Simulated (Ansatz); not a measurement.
Base system: SnSe$_{2}$ in the CdI2 type structure (space group P-3m1, No. 164; layered, stacked along the Cartesian z axis).

```cif
data_Se2Sn
_chemical_formula_sum 'Sn1 Se2'
_space_group_name_H-M_alt 'P 1'
_space_group_IT_number 1
_cell_length_a 3.84028
_cell_length_b 3.84028
_cell_length_c 6.00569
_cell_angle_alpha 90.000
_cell_angle_beta 90.000
_cell_angle_gamma 120.000
loop_
_space_group_symop_operation_xyz
  'x, y, z'
loop_
_atom_site_label
_atom_site_type_symbol
_atom_site_fract_x
_atom_site_fract_y
_atom_site_fract_z
_atom_site_occupancy
Sn1 Sn 0.00000 0.00000 0.00000 1
Se1 Se 0.33333 0.66667 0.26533 1
Se2 Se 0.66667 0.33333 0.73467 1
```

Levels (all Ansatz, a program for electronic structure, PAW): PBE-D3(BJ) (420 eV, spin-orbit coupling left out); r2SCAN+rVV10 (500 eV, spin-orbit coupling left out); HSE06 (420 eV, no spin-orbit coupling).

Levels that relaxed their own cell: PBE-D3(BJ) and r2SCAN+rVV10.

```tsv
level	band gap	lattice parameter c
PBE-D3(BJ)	0.36 eV	6.006 Å
r2SCAN+rVV10	0.94 eV	6.231 Å
HSE06	1.34 eV	–
```

Measured: band gap 0.98 eV (temperature not stated; as listed in Joseph M. Gonzalez, Ivan I. Oleynik, Phys. Rev. B (2016)); lattice parameter c 6.14 Å (temperature not stated; as listed in Joseph M. Gonzalez, Ivan I. Oleynik, Phys. Rev. B (2016)).

Computed minus measured — band gap: PBE-D3(BJ) -0.62 eV, r2SCAN+rVV10 -0.04 eV, HSE06 +0.36 eV (closest: r2SCAN+rVV10); lattice parameter c: PBE-D3(BJ) -2.2 %, r2SCAN+rVV10 +1.5 % (closest: r2SCAN+rVV10). Measured values not marked as corrected hold thermal and zero-point effects that the static-lattice runs lack. A measured gap can be an optical one, lowered by exciton binding. Levels without spin-orbit coupling miss its effect on the gap.

Single points use the geometry relaxed with r2SCAN+rVV10. The hybrid gap comes from the SCF mesh plus the semilocal run's edge points and a few special points and is an upper bound. No phonon test of stability was made.
